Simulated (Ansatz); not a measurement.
Response to strain in Zr

Consider Zr in the hcp (Mg type) structure (space group P6_3/mmc, No. 194; a = 3.1438 Å, c = 5.0928 Å; relaxed with 0.1 eV smearing). Axes: x lies along a and z along c of the hexagonal cell.

Strains are applied to the cell and any free atomic positions relax.

Computed with LDA (Ansatz, a program for electronic structure), no spin-orbit coupling.

Notes on the quantities. energy relative to the base: free energy F.

| variant | energy relative to the base | volume per atom |
|---|---|---|
| base | 0 meV/atom | 21.80 Å³ |
| tensor shear ε_xz = +0.57 % | +0.2 meV/atom | 21.79 Å³ |
| tensor shear ε_xz = +1.43 % | +1.0 meV/atom | 21.79 Å³ |
| tensor shear ε_xz = +0.86 % | +0.4 meV/atom | 21.79 Å³ |
| tensor shear ε_xz = +1.71 % | +1.4 meV/atom | 21.79 Å³ |
| tensor shear ε_xz = +2.00 % | +1.9 meV/atom | 21.79 Å³ |
| tensor shear ε_xz = +0.29 % | 0.0 meV/atom | 21.80 Å³ |
| tensor shear ε_xz = +1.14 % | +0.6 meV/atom | 21.79 Å³ |

No phonon test of stability was made. The final runs are not spin-polarised.
